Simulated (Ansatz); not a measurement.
# Si well of 13 atomic layers along [001] in random Si0.7Ge0.3, Ge share that oscillates in the well

Prepared with Tersoff's 1989 multicomponent potential (SiCGe.tersoff) run with LAMMPS: minimisation. Geometry as solved with Ansatz (a first-principles code) with PBE, support functions at accuracy medium on the grid of 370 eV.

```xyz
720
Lattice="16.67 0.00 0.00 0.00 16.67 0.00 0.00 0.00 55.04" Properties=species:S:1:pos:R:3 pbc="T T T"
Si    -0.01     0.03     0.02
Si     1.40     1.40     1.38
Si     2.78     2.77    -0.01
Si     4.17     4.17     1.36
Si     2.75     0.01     2.76
Si     4.14     1.41     4.11
Si     0.04     2.79     2.73
Si     1.41     4.16     4.11
Si     0.02    -0.02     5.55
Si     1.40     1.38     6.90
Si     2.75     2.75     5.49
Ge     4.17     4.15     6.88
Si     2.81     0.03     8.25
Si     4.17     1.39     9.65
Si     0.02     2.75     8.29
Si     1.37     4.14     9.67
Ge    -0.02     0.02    11.09
Si     1.41     1.42    12.47
Si     2.75     2.74    11.01
Ge     4.18     4.10    12.41
Si     2.77     0.00    13.82
Si     4.17     1.35    15.20
Si     0.02     2.80    13.82
Si     1.33     4.16    15.23
Si     0.00    -0.02    16.61
Si     1.37     1.36    17.99
Ge     2.78     2.77    16.59
Si     4.18     4.18    18.00
Si     2.76    -0.02    19.33
Ge     4.16     1.40    20.71
Si     0.00     2.77    19.33
Si     1.38     4.16    20.71
Si     0.03     0.02    22.05
Si     1.38     1.41    23.44
Si     2.76     2.81    22.10
Si     4.18     4.17    23.44
Si     2.77     0.01    24.79
Si     4.17     1.39    26.15
Si     0.00     2.78    24.81
Si     1.40     4.17    26.16
Si     0.00     0.01    27.52
Si     1.39     1.39    28.87
Si     2.78     2.78    27.51
Si     4.17     4.16    28.87
Si     2.78     0.00    30.23
Si     4.18     1.39    31.58
Si     0.00     2.78    30.23
Si     1.39     4.17    31.59
Si    -0.01    -0.01    32.93
Si     1.39     1.38    34.25
Si     2.79     2.78    32.92
Si     4.19     4.15    34.28
Ge     2.76    -0.03    35.65
Ge     4.19     1.41    37.07
Ge     0.00     2.76    35.67
Si     1.39     4.17    37.07
Si    -0.03    -0.04    38.42
Ge     1.38     1.39    39.81
Si     2.78     2.83    38.44
Si     4.19     4.16    39.81
Si     2.84     0.00    41.17
Si     4.21     1.38    42.54
Si    -0.01     2.79    41.23
Si     1.37     4.18    42.56
Ge    -0.04     0.01    43.95
Si     1.40     1.38    45.34
Ge     2.80     2.78    43.94
Si     4.20     4.18    45.34
Si     2.79     0.01    46.66
Ge     4.16     1.40    48.10
Ge     0.00     2.79    46.73
Si     1.44     4.18    48.11
Ge     0.00     0.03    49.45
Ge     1.41     1.44    50.90
Si     2.81     2.84    49.50
Si     4.20     4.18    50.87
Si     2.81     0.02    52.27
Si     4.15     1.43    53.63
Si    -0.02     2.80    52.31
Si     1.39     4.13    53.67
Ge    -0.03     5.54    -0.02
Ge     1.43     6.95     1.40
Si     2.81     8.35    -0.01
Si     4.16     9.72     1.38
Si     2.83     5.52     2.77
Si     4.21     6.92     4.10
Si     0.02     8.33     2.79
Si     1.39     9.72     4.11
Si     0.04     5.55     5.48
Si     1.40     6.90     6.88
Ge     2.80     8.33     5.50
Si     4.18     9.77     6.89
Si     2.74     5.53     8.29
Si     4.15     6.89     9.64
Ge    -0.03     8.31     8.25
Ge     1.39     9.78     9.63
Si    -0.04     5.52    11.03
Si     1.33     6.90    12.39
Ge     2.77     8.30    11.04
Ge     4.18     9.78    12.42
Ge     2.73     5.53    13.81
Ge     4.18     6.91    15.26
Ge    -0.04     8.28    13.81
Ge     1.39     9.74    15.20
Si    -0.03     5.54    16.62
Si     1.35     6.91    18.02
Ge     2.78     8.33    16.68
Si     4.20     9.76    18.03
Si     2.77     5.54    19.36
Si     4.17     6.94    20.70
Si    -0.02     8.32    19.36
Si     1.38     9.71    20.69
Si     0.00     5.55    22.07
Si     1.41     6.91    23.41
Si     2.76     8.31    22.04
Ge     4.18     9.71    23.43
Si     2.79     5.55    24.80
Si     4.17     6.94    26.16
Ge     0.00     8.33    24.79
Si     1.40     9.73    26.19
Si     0.00     5.54    27.52
Si     1.39     6.94    28.87
Si     2.78     8.33    27.52
Si     4.17     9.72    28.87
Si     2.77     5.56    30.22
Si     4.16     6.94    31.58
Si     0.01     8.34    30.23
Si     1.39     9.73    31.58
Si    -0.01     5.56    32.94
Si     1.36     6.97    34.29
Si     2.77     8.34    32.93
Si     4.15     9.72    34.30
Ge     2.79     5.56    35.67
Si     4.20     6.96    37.05
Si    -0.01     8.34    35.67
Si     1.39     9.73    37.03
Si     0.00     5.57    38.37
Ge     1.43     6.94    39.75
Si     2.83     8.37    38.38
Si     4.20     9.71    39.78
Si     2.78     5.50    41.17
Ge     4.20     6.90    42.55
Ge    -0.03     8.36    41.15
Ge     1.37     9.77    42.60
Si     0.02     5.53    43.98
Si     1.37     6.89    45.39
Ge     2.77     8.31    44.01
Si     4.19     9.70    45.38
Si     2.81     5.54    46.73
Si     4.19     6.92    48.09
Si    -0.01     8.32    46.72
Si     1.36     9.68    48.09
Ge    -0.01     5.55    49.50
Si     1.36     6.96    50.92
Ge     2.78     8.31    49.50
Si     4.19     9.69    50.91
Ge     2.79     5.56    52.29
Si     4.20     6.96    53.68
Si    -0.02     8.34    52.28
Si     1.40     9.68    53.66
Ge     0.03    11.12     0.00
Si     1.42    12.53     1.42
Si     2.80    13.88     0.04
Si     4.13    15.30     1.40
Si     2.78    11.11     2.77
Si     4.13    12.47     4.18
Si     0.01    13.91     2.77
Si     1.39    15.29     4.15
Ge     0.01    11.13     5.51
Si     1.43    12.52     6.90
Si     2.78    13.90     5.52
Si     4.14    15.27     6.91
Si     2.83    11.17     8.26
Si     4.19    12.53     9.66
Ge    -0.03    13.88     8.27
Ge     1.43    15.30     9.66
Si    -0.02    11.17    11.04
Ge     1.39    12.55    12.45
Si     2.83    13.91    11.04
Si     4.14    15.31    12.42
Si     2.79    11.15    13.84
Si     4.17    12.47    15.22
Si    -0.04    13.94    13.85
Si     1.36    15.32    15.19
Ge    -0.06    11.15    16.62
Si     1.38    12.52    18.02
Ge     2.77    13.91    16.59
Si     4.18    15.31    17.98
Si     2.78    11.13    19.37
Si     4.18    12.52    20.70
Si    -0.02    13.90    19.35
Si     1.38    15.28    20.70
Si    -0.03    11.10    22.03
Ge     1.39    12.50    23.43
Si     2.80    13.92    22.04
Si     4.15    15.31    23.42
Si     2.78    11.11    24.84
Si     4.15    12.49    26.20
Si     0.00    13.91    24.84
Si     1.40    15.29    26.17
Si     0.00    11.12    27.52
Si     1.38    12.51    28.88
Si     2.77    13.90    27.53
Si     4.17    15.28    28.87
Si     2.78    11.11    30.22
Si     4.17    12.50    31.58
Si     0.00    13.89    30.23
Si     1.39    15.28    31.58
Si    -0.01    11.12    32.94
Si     1.38    12.51    34.30
Si     2.78    13.88    32.94
Si     4.19    15.26    34.27
Si     2.75    11.10    35.65
Ge     4.15    12.52    37.04
Si    -0.01    13.88    35.67
Si     1.34    15.26    37.06
Si    -0.01    11.13    38.38
Si     1.34    12.53    39.76
Si     2.74    13.93    38.44
Si     4.17    15.28    39.79
Ge     2.79    11.15    41.14
Si     4.16    12.54    42.55
Si    -0.04    13.87    41.15
Ge     1.40    15.26    42.52
Si    -0.05    11.17    43.96
Si     1.37    12.53    45.29
Si     2.79    13.88    43.95
Si     4.14    15.32    45.28
Ge     2.74    11.12    46.72
Si     4.12    12.52    48.14
Si    -0.01    13.90    46.65
Ge     1.42    15.26    48.05
Ge     0.01    11.08    49.53
Si     1.41    12.52    50.89
Si     2.79    13.89    49.53
Si     4.16    15.29    50.90
Ge     2.80    11.11    52.29
Si     4.18    12.51    53.70
Si     0.02    13.86    52.28
Ge     1.40    15.28    53.68
Ge     5.54     0.03     0.00
Si     6.93     1.46     1.39
Si     8.29     2.85     0.02
Si     9.69     4.20     1.38
Ge     8.30     0.05     2.81
Si     9.73     1.40     4.21
Si     5.53     2.80     2.76
Si     6.94     4.16     4.13
Ge     5.54     0.03     5.54
Si     6.97     1.41     6.93
Si     8.32     2.79     5.52
Si     9.69     4.18     6.87
Si     8.36     0.00     8.25
Si     9.72     1.33     9.66
Si     5.58     2.76     8.30
Si     6.94     4.17     9.62
Si     5.52     0.02    11.06
Si     6.90     1.38    12.43
Ge     8.33     2.75    11.04
Si     9.74     4.10    12.47
Ge     8.36    -0.01    13.78
Ge     9.77     1.41    15.23
Si     5.57     2.73    13.85
Si     6.92     4.10    15.26
Si     5.55     0.03    16.63
Si     6.96     1.40    17.98
Si     8.33     2.79    16.63
Si     9.73     4.16    17.98
Si     8.33     0.01    19.34
Si     9.72     1.39    20.71
Si     5.59     2.81    19.33
Si     6.96     4.18    20.71
Si     5.58     0.00    22.09
Si     6.96     1.39    23.44
Si     8.34     2.78    22.07
Si     9.73     4.17    23.43
Si     8.35     0.02    24.80
Si     9.73     1.40    26.16
Si     5.56     2.78    24.79
Si     6.94     4.16    26.15
Si     5.56     0.01    27.52
Si     6.95     1.39    28.87
Si     8.33     2.78    27.51
Si     9.73     4.17    28.86
Si     8.34     0.00    30.22
Si     9.73     1.39    31.58
Si     5.56     2.78    30.22
Si     6.95     4.17    31.58
Si     5.57     0.00    32.94
Si     6.96     1.39    34.30
Si     8.34     2.77    32.93
Si     9.74     4.14    34.28
Si     8.35     0.02    35.67
Si     9.73     1.40    37.05
Si     5.59     2.79    35.65
Si     6.93     4.15    37.07
Si     5.58    -0.01    38.45
Si     6.97     1.39    39.80
Si     8.32     2.77    38.42
Si     9.68     4.15    39.80
Si     8.37     0.03    41.17
Si     9.71     1.37    42.60
Si     5.58     2.77    41.17
Si     6.96     4.15    42.57
Si     5.55     0.03    43.95
Si     6.94     1.40    45.32
Si     8.33     2.76    43.94
Si     9.72     4.11    45.32
Si     8.36     0.05    46.69
Si     9.75     1.38    48.08
Si     5.56     2.78    46.68
Ge     6.92     4.18    48.10
Si     5.54     0.02    49.55
Si     6.90     1.41    50.90
Ge     8.36     2.76    49.52
Si     9.73     4.22    50.90
Ge     8.31    -0.02    52.24
Ge     9.70     1.47    53.65
Si     5.55     2.81    52.27
Si     6.92     4.19    53.65
Si     5.56     5.57     0.01
Si     6.94     6.94     1.39
Si     8.31     8.31     0.00
Si     9.69     9.72     1.34
Si     8.32     5.56     2.77
Si     9.71     6.93     4.15
Si     5.56     8.34     2.74
Si     6.94     9.70     4.14
Si     5.59     5.56     5.49
Si     6.97     6.93     6.86
Si     8.34     8.33     5.51
Si     9.75     9.71     6.87
Si     8.30     5.54     8.23
Ge     9.72     6.95     9.60
Ge     5.55     8.33     8.26
Si     6.92     9.77     9.65
Si     5.54     5.52    10.98
Ge     6.93     6.90    12.40
Ge     8.32     8.38    11.02
Ge     9.75     9.81    12.44
Ge     8.33     5.48    13.85
Ge     9.73     6.93    15.28
Ge     5.58     8.35    13.84
Ge     6.99     9.78    15.26
Si     5.59     5.52    16.64
Si     6.95     6.94    17.99
Si     8.35     8.34    16.67
Si     9.75     9.74    17.98
Si     8.35     5.56    19.35
Si     9.73     6.96    20.71
Si     5.57     8.33    19.35
Si     6.96     9.72    20.70
Si     5.56     5.56    22.07
Si     6.96     6.93    23.43
Si     8.33     8.33    22.07
Si     9.72     9.71    23.43
Si     8.34     5.54    24.79
Si     9.72     6.94    26.15
Si     5.59     8.30    24.82
Si     6.95     9.72    26.17
Si     5.56     5.55    27.51
Si     6.94     6.94    28.87
Si     8.34     8.33    27.52
Si     9.72     9.73    28.88
Si     8.34     5.55    30.22
Si     9.72     6.94    31.58
Si     5.55     8.33    30.23
Si     6.93     9.73    31.58
Si     5.55     5.55    32.92
Si     6.91     6.96    34.27
Si     8.30     8.31    32.90
Ge     9.71     9.75    34.26
Ge     8.33     5.56    35.67
Si     9.71     6.96    37.07
Si     5.54     8.33    35.64
Ge     6.95     9.72    37.05
Si     5.56     5.56    38.43
Si     6.96     6.93    39.79
Si     8.36     8.31    38.44
Si     9.76     9.70    39.78
Si     8.31     5.54    41.18
Si     9.70     6.94    42.52
Si     5.58     8.32    41.14
Si     6.95     9.66    42.54
Si     5.61     5.52    43.96
Si     6.95     6.96    45.30
Si     8.35     8.32    43.92
Si     9.75     9.68    45.30
Ge     8.37     5.58    46.69
Si     9.74     6.97    48.13
Si     5.57     8.30    46.72
Si     6.95     9.64    48.11
Si     5.55     5.58    49.52
Si     6.94     6.93    50.89
Si     8.32     8.29    49.50
Si     9.69     9.66    50.86
Si     8.32     5.56    52.28
Si     9.68     6.92    53.68
Si     5.57     8.31    52.27
Si     6.91     9.67    53.68
Si     5.53    11.06    -0.02
Ge     6.93    12.44     1.38
Ge     8.34    13.86    -0.05
Ge     9.73    15.28     1.41
Si     8.34    11.05     2.77
Ge     9.72    12.49     4.16
Ge     5.52    13.90     2.80
Si     6.94    15.28     4.18
Si     5.57    11.12     5.50
Si     6.92    12.53     6.87
Si     8.32    13.92     5.55
Si     9.74    15.28     6.90
Ge     8.35    11.14     8.26
Si     9.78    12.54     9.66
Si     5.54    13.89     8.25
Ge     6.95    15.28     9.66
Si     5.59    11.17    11.02
Si     6.99    12.51    12.40
Si     8.39    13.88    11.05
Si     9.77    15.26    12.41
Si     8.35    11.20    13.84
Si     9.74    12.52    15.22
Ge     5.54    13.88    13.80
Ge     6.96    15.27    15.26
Si     5.55    11.15    16.64
Si     6.96    12.52    17.99
Si     8.38    13.87    16.64
Si     9.73    15.28    18.00
Si     8.35    11.11    19.34
Si     9.76    12.48    20.68
Si     5.56    13.91    19.33
Si     6.94    15.30    20.69
Si     5.58    11.12    22.04
Si     6.96    12.46    23.43
Ge     8.36    13.89    22.06
Si     9.75    15.31    23.46
Si     8.34    11.10    24.80
Si     9.72    12.51    26.15
Ge     5.55    13.89    24.80
Si     6.97    15.31    26.17
Si     5.56    11.10    27.53
Si     6.95    12.51    28.87
Si     8.34    13.90    27.52
Si     9.73    15.29    28.87
Si     8.33    11.12    30.23
Si     9.73    12.52    31.58
Si     5.56    13.89    30.23
Si     6.95    15.29    31.58
Si     5.55    11.12    32.95
Si     6.94    12.52    34.30
Si     8.34    13.90    32.95
Si     9.73    15.29    34.31
Si     8.32    11.14    35.65
Ge     9.76    12.49    37.04
Si     5.58    13.92    35.66
Si     6.94    15.32    37.02
Si     5.55    11.12    38.44
Si     6.89    12.51    39.81
Ge     8.31    13.93    38.45
Si     9.75    15.32    39.82
Ge     8.33    11.09    41.15
Ge     9.76    12.54    42.57
Si     5.53    13.89    41.17
Ge     6.95    15.30    42.55
Ge     5.54    11.07    43.90
Ge     6.96    12.52    45.31
Si     8.37    13.95    43.96
Si     9.74    15.32    45.33
Ge     8.35    11.05    46.72
Ge     9.75    12.54    48.10
Ge     5.50    13.92    46.73
Ge     6.97    15.34    48.14
Ge     5.55    11.08    49.47
Ge     6.94    12.55    50.89
Si     8.37    13.93    49.51
Si     9.77    15.27    50.86
Ge     8.34    11.06    52.30
Si     9.78    12.48    53.63
Si     5.51    13.91    52.30
Si     6.91    15.26    53.64
Ge    11.15     0.04     0.02
Si    12.56     1.40     1.41
Si    13.92     2.77     0.03
Si    15.29     4.13     1.39
Si    13.90    -0.04     2.75
Ge    15.30     1.39     4.13
Ge    11.11     2.80     2.78
Si    12.49     4.19     4.20
Si    11.12    -0.02     5.52
Si    12.52     1.34     6.87
Si    13.86     2.77     5.52
Ge    15.29     4.16     6.89
Si    13.90     0.00     8.28
Si    15.27     1.40     9.65
Ge    11.09     2.73     8.24
Ge    12.55     4.14     9.66
Si    11.13    -0.01    11.03
Si    12.49     1.39    12.40
Si    13.93     2.74    11.07
Si    15.29     4.14    12.45
Ge    13.84    -0.03    13.82
Ge    15.29     1.40    15.23
Si    11.17     2.78    13.82
Si    12.52     4.16    15.22
Si    11.13    -0.03    16.63
Si    12.51     1.38    17.98
Si    13.87     2.79    16.62
Si    15.27     4.16    17.99
Si    13.90    -0.01    19.33
Si    15.30     1.37    20.68
Si    11.10     2.76    19.34
Si    12.47     4.19    20.67
Si    11.12     0.00    22.07
Si    12.47     1.38    23.45
Ge    13.89     2.78    22.07
Si    15.30     4.19    23.46
Si    13.86     0.03    24.82
Si    15.28     1.40    26.16
Si    11.10     2.79    24.80
Si    12.50     4.16    26.15
Si    11.11     0.00    27.51
Si    12.50     1.39    28.87
Si    13.89     2.78    27.52
Si    15.28     4.17    28.88
Si    13.89     0.00    30.23
Si    15.28     1.39    31.58
Si    11.11     2.78    30.22
Si    12.50     4.16    31.58
Si    11.12     0.00    32.94
Si    12.51     1.38    34.31
Si    13.89     2.78    32.95
Si    15.27     4.19    34.29
Si    13.89    -0.02    35.66
Si    15.28     1.32    37.03
Si    11.11     2.76    35.66
Si    12.50     4.16    36.99
Si    11.11    -0.01    38.40
Si    12.48     1.33    39.79
Ge    13.87     2.73    38.39
Ge    15.29     4.19    39.80
Si    13.89     0.00    41.18
Si    15.24     1.42    42.55
Ge    11.10     2.75    41.18
Si    12.53     4.15    42.55
Si    11.12     0.00    43.94
Si    12.50     1.39    45.31
Si    13.88     2.79    43.95
Si    15.27     4.18    45.31
Si    13.87     0.01    46.70
Si    15.22     1.40    48.09
Si    11.11     2.75    46.69
Ge    12.50     4.17    48.10
Si    11.11     0.01    49.47
Si    12.47     1.42    50.84
Si    13.89     2.77    49.51
Si    15.26     4.14    50.90
Ge    13.89     0.07    52.27
Si    15.31     1.43    53.70
Si    11.11     2.82    52.22
Ge    12.51     4.18    53.66
Si    11.07     5.57     0.01
Si    12.49     6.94     1.34
Si    13.86     8.31    -0.04
Ge    15.25     9.69     1.41
Ge    13.90     5.56     2.77
Si    15.34     6.95     4.15
Ge    11.10     8.35     2.74
Si    12.50     9.76     4.15
Si    11.09     5.57     5.54
Si    12.48     6.94     6.91
Ge    13.89     8.33     5.52
Si    15.25     9.76     6.91
Si    13.89     5.59     8.27
Si    15.26     6.93     9.67
Si    11.14     8.36     8.24
Si    12.50     9.74     9.64
Ge    11.10     5.53    11.08
Ge    12.57     6.94    12.46
Si    13.88     8.35    10.99
Ge    15.24     9.77    12.41
Si    13.94     5.51    13.86
Si    15.25     6.91    15.26
Ge    11.16     8.38    13.88
Si    12.55     9.78    15.26
Si    11.15     5.51    16.63
Si    12.50     6.94    17.97
Si    13.88     8.33    16.60
Si    15.24     9.69    18.00
Si    13.89     5.57    19.34
Si    15.27     6.94    20.72
Si    11.12     8.33    19.34
Si    12.50     9.71    20.71
Si    11.11     5.56    22.06
Si    12.50     6.93    23.43
Si    13.87     8.33    22.07
Si    15.25     9.74    23.40
Si    13.88     5.55    24.80
Si    15.26     6.92    26.18
Si    11.09     8.30    24.77
Ge    12.50     9.72    26.15
Si    11.11     5.56    27.51
Si    12.50     6.94    28.88
Si    13.91     8.31    27.54
Si    15.29     9.72    28.88
Si    13.89     5.55    30.23
Si    15.28     6.95    31.58
Si    11.11     8.34    30.23
Si    12.51     9.73    31.58
Si    11.12     5.55    32.93
Si    12.53     6.93    34.28
Si    13.90     8.34    32.94
Si    15.28     9.73    34.31
Si    13.89     5.56    35.66
Si    15.27     6.95    37.03
Ge    11.14     8.34    35.69
Si    12.55     9.74    37.08
Ge    11.12     5.55    38.43
Si    12.52     6.97    39.82
Si    13.91     8.34    38.43
Si    15.26     9.78    39.76
Si    13.86     5.56    41.19
Ge    15.27     6.92    42.59
Si    11.10     8.32    41.17
Ge    12.51     9.74    42.56
Ge    11.10     5.53    43.92
Ge    12.52     6.97    45.36
Si    13.92     8.36    43.97
Si    15.32     9.71    45.31
Si    13.94     5.56    46.72
Si    15.27     6.96    48.10
Si    11.09     8.34    46.75
Si    12.51     9.67    48.12
Si    11.10     5.58    49.50
Si    12.53     6.92    50.85
Si    13.89     8.32    49.49
Si    15.25     9.69    50.91
Si    13.91     5.57    52.24
Si    15.25     6.96    53.62
Ge    11.11     8.30    52.27
Si    12.51     9.73    53.67
Si    11.11    11.09    -0.02
Ge    12.52    12.49     1.38
Si    13.96    13.87    -0.01
Si    15.30    15.28     1.38
Si    13.90    11.12     2.81
Si    15.27    12.55     4.13
Si    11.14    13.90     2.79
Si    12.50    15.29     4.14
Si    11.14    11.11     5.56
Si    12.51    12.52     6.91
Si    13.88    13.91     5.52
Si    15.26    15.30     6.88
Si    13.88    11.13     8.29
Si    15.24    12.50     9.68
Si    11.14    13.92     8.28
Si    12.52    15.29     9.66
Si    11.17    11.17    11.02
Si    12.50    12.53    12.44
Si    13.88    13.90    11.05
Si    15.25    15.25    12.44
Si    13.87    11.17    13.84
Si    15.25    12.56    15.20
Si    11.11    13.89    13.83
Si    12.46    15.25    15.24
Si    11.12    11.13    16.60
Si    12.50    12.51    17.97
Si    13.87    13.90    16.60
Si    15.27    15.27    17.96
Si    13.87    11.10    19.33
Si    15.26    12.49    20.68
Si    11.13    13.89    19.34
Si    12.50    15.29    20.70
Si    11.11    11.10    22.07
Si    12.49    12.51    23.42
Si    13.87    13.87    22.04
Ge    15.27    15.29    23.43
Si    13.91    11.15    24.76
Si    15.28    12.51    26.16
Si    11.12    13.90    24.80
Si    12.50    15.28    26.17
Si    11.09    11.14    27.53
Si    12.50    12.51    28.88
Si    13.89    13.89    27.52
Si    15.28    15.28    28.87
Si    13.90    11.11    30.22
Si    15.28    12.50    31.58
Si    11.12    13.91    30.23
Si    12.51    15.29    31.59
Si    11.14    11.15    32.91
Si    12.52    12.51    34.30
Si    13.91    13.89    32.94
Si    15.29    15.28    34.30
Si    13.90    11.13    35.68
Si    15.27    12.51    37.03
Si    11.15    13.92    35.64
Si    12.51    15.28    37.04
Si    11.16    11.09    38.45
Si    12.51    12.53    39.79
Si    13.89    13.90    38.41
Si    15.25    15.27    39.80
Si    13.90    11.16    41.15
Si    15.26    12.52    42.56
Si    11.16    13.94    41.16
Si    12.51    15.30    42.56
Si    11.12    11.12    43.98
Si    12.48    12.53    45.31
Si    13.87    13.90    43.93
Si    15.23    15.27    45.34
Ge    13.86    11.08    46.68
Ge    15.29    12.51    48.07
Si    11.13    13.94    46.68
Si    12.47    15.32    48.07
Ge    11.13    11.07    49.53
Si    12.51    12.47    50.93
Ge    13.83    13.90    49.48
Ge    15.30    15.27    50.89
Si    13.90    11.10    52.29
Si    15.29    12.49    53.63
Si    11.11    13.86    52.24
Ge    12.52    15.24    53.65
```
